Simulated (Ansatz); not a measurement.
# What holes 7.0×10^20 cm⁻³ does to SrO

Base system: SrO in the rock salt structure (space group Fm-3m, No. 225; a = 5.1949 Å).

The change: 0.0245 holes added to each cell, a density of 7.0×10^20 cm⁻³, with a uniform compensating background at fixed cell and a 300 K Fermi–Dirac width.

Calculations: PBE/PAW in Ansatz (a quantum-chemistry and plane-wave program), without spin-orbit coupling. k-mesh 25×25×25 (Γ-centred); smearing 0.0259 eV (Fermi–Dirac).

The gap between the host's bands grows by 0.05 eV, from 3.33 eV to 3.38 eV and the gap character stays indirect, Γ → X. The valley order (the lowest conduction-band minima on the path, energy above the VBM, named in the base's zone) goes from X along ⟨100⟩ 3.33 eV; Γ 3.79 eV to X along ⟨100⟩ 3.38 eV; Γ 3.84 eV and the Fermi level relative to the doped band's edge (positive inside the band; to 0.05 eV) amounts to +0.05 eV.

Cost of the whole job for the changed cell (relaxation, final SCF and bands): about 26 core-seconds (a rough figure).

Charged cell with a jellium background: band edges are those of the host's band count, energies are not comparable with the neutral cell, and many-body gap narrowing is missing. Stability against distortions was not tested.
